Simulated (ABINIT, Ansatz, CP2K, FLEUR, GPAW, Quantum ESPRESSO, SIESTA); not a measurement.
## Code comparison for BaMg3 (Pmm2, 4 atoms in the cell)

Self-consistent single point, at a second geometry (lattice scaled by 0.98). First geometry:

```yaml
crystal:
  lattice:
    - [3.63340, 0.00000, 0.00000]
    - [0.00000, 5.19982, 0.00000]
    - [0.00000, 0.00000, 6.71728]
  atoms:
    - { symbol: Ba, position: [0.00000, 0.00000, 0.15934] }
    - { symbol: Mg, position: [0.50000, 0.00000, 0.65900] }
    - { symbol: Mg, position: [0.50000, 0.50000, 0.40545] }
    - { symbol: Mg, position: [0.00000, 0.50000, 0.77620] }
```

Shared settings, as Ansatz (a first-principles code) writes them: kpoints.mp_grid.grid = 7 5 4; scf.occupations.method = gaussian; scf.occupations.width = 0.1 eV. Potentials and cutoffs stand in the table.

```tsv
code	model	ΔF from the first geometry (meV/atom)	pressure (GPa)	largest force (eV/Å)	cutoff
Ansatz	LDA (PW92), PAW files made with PBE	-6.9	0.10	0.090	default
ABINIT	LDA (PW92), PAW (JTH v2.0 LDA PAW)	-5.3	0.13	0.094	20 Ha
CP2K	LDA (Pade form), GPW, DZVP-MOLOPT-SR-GTH basis, GTH-PADE potentials (GTH_POTENTIALS)	2.4	0.98	0.174	grid 1000 Ry
Quantum ESPRESSO	LDA (PZ), GBRV 1.5 ultrasoft (LDA) pseudopotentials	-6.4	0.12	0.091	40 Ry
SIESTA	LDA PW92, numerical atomic orbitals DZP, PseudoDojo LDA standard norm-conserving potentials (rewritten from UPF to PSML)	25.6	3.24	0.143	grid 350 Ry
GPAW	LDA (Perdew-Wang 92), GPAW PAW datasets LDA (gpaw-data 1.0.1)	-5.8	0.21	0.088	850 eV
FLEUR	LDA (Vosko-Wilk-Nusair), all-electron FLAPW (FLEUR), scalar-relativistic valence	–	–	0.091	Kmax 3.8 1/bohr
```

Size of the force on each atom (eV/Å): Sizes of forces hide their directions.

| code | Ba1 | Mg2 | Mg3 | Mg4 |
|---|---|---|---|---|
| Ansatz | 0.035 | 0.004 | 0.052 | 0.090 |
| ABINIT | 0.041 | 0.000 | 0.052 | 0.094 |
| CP2K | 0.004 | 0.174 | 0.167 | 0.003 |
| Quantum ESPRESSO | 0.038 | 0.003 | 0.050 | 0.091 |
| SIESTA | 0.058 | 0.083 | 0.143 | 0.002 |
| GPAW | 0.041 | 0.002 | 0.045 | 0.088 |
| FLEUR | 0.036 | 0.003 | 0.053 | 0.091 |

A dash marks a value that a program does not give, or that is left out as unsure.

The spread over the programs that give each value: ΔF from the first geometry within 32.5 meV/atom; pressure within 3.14 GPa; largest force within 0.086 eV/Å.

CP2K and SIESTA use small atom-centred bases, whose incompleteness enters pressures, forces and empty levels differently from a plane-wave cutoff. FLEUR treats all electrons, but the usual bases taken here (sphere radii, linearisation, local orbitals, empty states) were not tested for convergence, so the values are no reference for the others. Ansatz's pressure is given at a fixed set of plane waves, as the other plane-wave codes print theirs. The same LDA comes in different parametrisations, which differ slightly. In the pressure, SIESTA (by 3.12) lies more than 1 GPa from the median of the plane-wave programs. In the force vectors, CP2K (by 0.218) and SIESTA (by 0.194) lie more than 0.08 eV/Å from the median of the plane-wave programs.

The starting cell comes from a database of computed structures (which also holds hypothetical and non-ambient phases and stackings), without a prior relaxation at this level. Its lattice was rescaled by a random factor within 2.5 % of one. For this run, on top of that: lattice scaled by 0.98.

Left out of this page: Elk (not drawn, or without a comparable value).

Keys are those of Ansatz 0.2.
